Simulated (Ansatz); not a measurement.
By hand: formation energy of H_i in Mo (bcc, Im-3m)

Consider the formation energy of H_i in Mo (bcc, Im-3m). Reaction: 64 Mo (bcc) + 1/2 H2 (gas) → cell A.

A: a supercell of 64 sites of Mo (bcc, Im-3m) with H off the lattice sites (4 Mo at 1.84 Å); spin state with PBE: run without spin.

Ansatz (a first-principles code) with PAW potentials; structures come from PBE relaxations, nuclei static, no net charge. Ansatz runs with its default PAW set. Other levels take these structures. The lattices are those relaxed with PBE, so at other levels the solids can be strained, which adds to the spread. Larger cells are relaxed from a start prepared with the learned potential CHGNet, on a coarser mesh till forces fall under 0.03 eV/Å, which some starts already meet. A dispersion term (D3(BJ), or D4 for r2SCAN) was computed beside these levels and is taken off wherever the name lacks it. The PAW files were made for PBE and serve at the other functionals too. Space groups of crystals are read within 0.01 Å. Mesh and cell size may move defect energies by 0.1 eV or more. Cell A has symmetry I-4m2 within 0.02 Å and got no random move, so less symmetric positions, which may lie lower, weren't tried.

Total energies of the cells in eV, at zero smearing width. They compare only within one column; the weights balance every element.

```csv
cell,atoms,weight,r2SCAN,RPBE
A: Mo:H_i,65,+1,-317941.81702,-317649.19942
Mo (bcc),64,−1,-317926.40025,-317633.94467
H2 (gas),2,−1/2,-31.88989,-32.07150
```

r2SCAN: (-317941.81702) − (-317926.40025) − 1/2 × (-31.88989) = 0.528 eV.

RPBE: (-317649.19942) − (-317633.94467) − 1/2 × (-32.07150) = 0.781 eV.
